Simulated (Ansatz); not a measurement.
Start from CaF₂ in the fluorite structure (space group Fm-3m, No. 225).

```xyz
3
Lattice="0.0000 2.7196 2.7196 2.7196 0.0000 2.7196 2.7196 2.7196 0.0000" Properties=species:S:1:pos:R:3 pbc="T T T"
Ca     0.0000     0.0000     0.0000
F      1.3598     1.3598     1.3598
F      4.0794     4.0794     4.0794
```

Cartesian axes are those of the cell as printed.

Computed with r2SCAN in Ansatz (plane waves to 500 eV, PAW, no SOC).

Strains are applied to the cell and any free atomic positions relax; under biaxial strain the out-of-plane vector relaxes too.

One change was made to it. Results:

| quantity | base | after |
|---|---|---|
| energy relative to the base (free energy F) | 0 meV/atom | +5.4 meV/atom |
| band gap | 8.03 eV | 7.84 eV |

Question: Name the change that was made.
A) biaxial strain −4.89 %, plane normal [001], relaxed out of plane
B) biaxial strain −0.29 %, plane normal [001], relaxed out of plane
C) biaxial strain +1.17 %, plane normal [110], relaxed out of plane
D) strain tensor (xx, yy, zz, yz, xz, xy) = (+1.10, +1.52, −1.26, −0.77, −1.47, −1.22) %

Answer: D, strain tensor (xx, yy, zz, yz, xz, xy) = (+1.10, +1.52, −1.26, −0.77, −1.47, −1.22) %. For comparison, the band gap in the other runs: biaxial strain +1.17 %, plane normal [110], relaxed out of plane gives 7.93 eV; biaxial strain −4.89 %, plane normal [001], relaxed out of plane gives 8.06 eV; biaxial strain −0.29 %, plane normal [001], relaxed out of plane gives 8.05 eV.

A biaxial case was relaxed in a doubled cell and then solved in the primitive one. Whether these cells are dynamically stable was not tested.

Ansatz is a quantum-chemistry and plane-wave program.
